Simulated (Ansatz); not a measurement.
A computed series for hypothetical cubic perovskite SrTiSe3: response to strain

Take SrTiSe₃ in the cubic perovskite structure (space group Pm-3m, No. 221; a = 4.953 Å; a hypothetical phase, not in the database extracts checked) as the base. Axes: x, y, z lie along the cube axes.

Strains are applied to the cell and any free atomic positions relax; under biaxial strain the out-of-plane vector relaxes too.

The values are results of PBEsol in Ansatz (plane waves to 420 eV, PAW, without spin-orbit coupling), not measurements.

Notes on the quantities. pressure: mean of the normal stresses, compression positive; energy relative to the base: free energy F.

```json
[
 {"change": "base", "volume per atom": "24.30 Å³", "pressure": "0.0 GPa", "energy relative to the base": "0 meV/atom", "space group": "Pm-3m (No. 221)"},
 {"change": "biaxial strain −1.92 %, plane normal [001], relaxed out of plane", "volume per atom": "23.88 Å³", "pressure": "1.4 GPa", "energy relative to the base": "+5.8 meV/atom", "space group": "P4/mmm (No. 123)"},
 {"change": "biaxial strain +0.79 %, plane normal [110], relaxed out of plane", "volume per atom": "24.47 Å³", "pressure": "-0.5 GPa", "energy relative to the base": "+0.9 meV/atom", "space group": "Cmmm (No. 65)"},
 {"change": "biaxial strain +1.00 %, plane normal [110], relaxed out of plane", "volume per atom": "24.52 Å³", "pressure": "-0.6 GPa", "energy relative to the base": "+1.4 meV/atom", "space group": "Cmmm (No. 65)"},
 {"change": "isotropic strain −0.94 %", "volume per atom": "23.62 Å³", "pressure": "2.0 GPa", "energy relative to the base": "+4.2 meV/atom", "space group": "Pm-3m (No. 221)"}
]
```

Without a gap, meshes like the base's 10×10×10 leave anisotropic stresses uncertain by several tenths of a GPa, and small strain energies with them. Stability against distortions was not tested. The final runs are not spin-polarised. Many cubic perovskites are stable only at high temperature; tilts and polar distortions were not tested. SrTiSe3 has a high density of states at the Fermi level and may be magnetic at this level.

Ansatz is an electronic-structure program.
